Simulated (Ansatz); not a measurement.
A periodic model of amorphous Hf₂₀O₃₀:

```xyz
50
Lattice="8.3875 0.0952 0.1121 0.0952 8.6748 0.1055 0.1121 0.1055 8.5346" Properties=species:S:1:pos:R:3 pbc="T T T"
Hf     4.6214     0.1219     2.8065
Hf     3.0848     4.8272     8.6231
Hf     6.5049     0.4207     6.1042
Hf     7.7744     0.7194     0.7478
Hf     5.3885     6.8179     0.2301
Hf     4.0490     2.9226     5.6424
Hf     0.2921     4.2691     1.1410
Hf     2.1542     7.4467     1.5798
Hf     0.1561     3.2943     6.7862
Hf     0.5619     6.6780     7.2397
Hf     3.9381     5.3753     3.0192
Hf     1.2708     4.6373     4.1006
Hf     7.1609     2.7877     3.9172
Hf     3.0219     2.7194     2.5271
Hf     5.5740     3.6091     0.8914
Hf     1.4259     0.6337     4.1597
Hf     6.2387     5.5871     5.5320
Hf     3.2088     6.8403     5.7452
Hf     3.2277     1.4612     8.2827
Hf     7.5406     6.7651     2.9171
O      6.1748     3.3628     5.6570
O      5.9918     0.9710     4.0854
O      7.4500     4.9129     3.9373
O      4.5785     1.0635     6.6470
O      5.5296     6.7449     3.7367
O      6.3971     8.1695     1.7452
O      7.2269     1.9118     7.6958
O      4.2315     5.0274     5.4263
O      4.3344     3.3460     7.7928
O      3.9651     8.2120     0.7275
O      0.3790     6.5301     0.8607
O      1.2817     0.2811     0.0372
O      1.6427     8.1197     5.9324
O      5.1816     7.1231     6.6594
O      0.4508     8.4193     2.7343
O      7.2992     8.0364     7.9063
O      4.5728     1.7698     1.3692
O      7.5360     7.3038     5.3436
O      1.9754     2.8556     0.7147
O      3.1249     7.6027     3.6588
O      7.4854     5.2216     7.1337
O      5.1750     3.5932     3.0722
O      7.3631     2.5499     1.7462
O      6.6808     5.3847     1.3670
O      1.5945     5.4143     5.8937
O      2.1633     2.5764     6.5526
O      3.4066     1.4761     4.2202
O      8.1633     1.5097     5.3326
O      0.9898     2.6276     3.2993
O      2.6639     6.6821     7.8303
```

These are PBE, scalar-relativistic without spin-orbit coupling (plane waves to 420 eV, PAW; Ansatz, a quantum-chemistry and plane-wave program) values and carry that method's errors. The usual formal charges leave 20 electrons over, so the level spacing at the Fermi energy parts defect or band states and needn't be the band gap.

Preparation: random packing, a CHGNet melt and quench, and a DFT relaxation. O atoms were pushed apart under 1.9 Å during the dynamics, to hinder bonds among them. The hot cell started wider than the set density and was brought back towards it in steps. It is the lowest in DFT energy of 3 quenches. It is a model cell: composition and starting density were chosen by hand, and all elements were melted together. No dispersion term was used. Its density started from a set value of 10.74 and ended at 10.83 g/cm³. Cooling (nominally 230 K/ps over its main leg) ran many orders faster than in experiment, which tends to leave more defects and strain. One small periodic cell is one sample of the glass; other quenches scatter about these values. Volume and shape were free in the relaxation. On a 2×2×2 Γ-centred mesh force components of up to 0.17 eV/Å stay, since the relaxation ran on one k-point at (1/4, 1/4, 1/4).

Neighbours within Hf-Hf 3.34 Å, Hf-O 2.62 Å, O-O 1.58 Å count as bonded. Two cations that share two anions don't count as bonded, nor two that share one unless they lie closer than Hf-Hf 3.25 Å.

Give the coordination numbers, mean bond lengths and angles.


```json
{
 "Mean coordination of Hf by anions": "5.60 (2 with 3, 3 with 4, 3 with 5, 5 with 6, 7 with 7); 30 close contacts or bonds to cations besides",
 "Mean coordination of O": "3.73 (9 with 3, 20 with 4, 1 with 5)",
 "Mean Hf-O bond": "2.196 Å (spread 0.108 Å, 112 counted)",
 "Mean Hf-Hf close contact": "3.092 Å (spread 0.117 Å, 15 counted)",
 "Bond angle at Hf": "mean 99.7°, spread 30.8°",
 "Bond angle at O": "mean 109.3°, spread 19.1°"
}
```
